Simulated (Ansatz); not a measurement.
Hypothetical cubic perovskite SrSnSe3: response to strain

Consider SrSnSe$_{3}$ in the cubic perovskite structure (space group Pm-3m, No. 221; a hypothetical phase, not in the database extracts checked).

```
SrSnSe3
1.0
    5.32276     0.00000     0.00000
    0.00000     5.32276     0.00000
    0.00000     0.00000     5.32276
Sr Sn Se
1 1 3
Cartesian
  0.00000   0.00000   0.00000
  2.66138   2.66138   2.66138
  0.00000   2.66138   2.66138
  2.66138   2.66138   0.00000
  2.66138   0.00000   2.66138
```

Cartesian axes are those of the cell as printed.

Strains are applied to the cell and any free atomic positions relax; under biaxial strain the out-of-plane vector relaxes too; under stress the whole cell relaxes.

Levels (all Ansatz, an electronic-structure program, PAW): PBE (420 eV, spin-orbit coupling left out); PBEsol (420 eV, no spin-orbit coupling).

The base cell above is that of PBE; each level relaxes its own structures.

Notes on the quantities. energy relative to the base: free energy F.

```tsv
case	energy relative to the base, PBE	energy relative to the base, PBEsol
biaxial strain −0.91 %, plane normal [111], relaxed out of plane	+0.7 meV/atom	___
uniaxial strain ε_zz = +5.96 %	+25 meV/atom	+27 meV/atom
uniaxial stress, 2 GPa compression along z	+3.9 meV/atom	+3.3 meV/atom
strain tensor (xx, yy, zz, yz, xz, xy) = (+1.32, +0.81, +0.45, +1.49, +0.59, −0.78) %	+3.9 meV/atom	___
```

Question: Some entries are withheld; estimate them.

Answer: 
- biaxial strain −0.91 %, plane normal [111], relaxed out of plane, energy relative to the base, PBEsol: +0.8 meV/atom
- strain tensor (xx, yy, zz, yz, xz, xy) = (+1.32, +0.81, +0.45, +1.49, +0.59, −0.78) %, energy relative to the base, PBEsol: +4.2 meV/atom

The two levels differ by at most about 2.5 meV/atom. Near ties aside, they put the cases in the same order.

Without a gap, meshes like the base's 9×9×9 leave anisotropic stresses uncertain by several tenths of a GPa, and small strain energies with them. Beyond what the load breaks, stability against distortions was not tested. The final runs are not spin-polarised. Many cubic perovskites are stable only at high temperature; tilts and polar distortions were not tested.
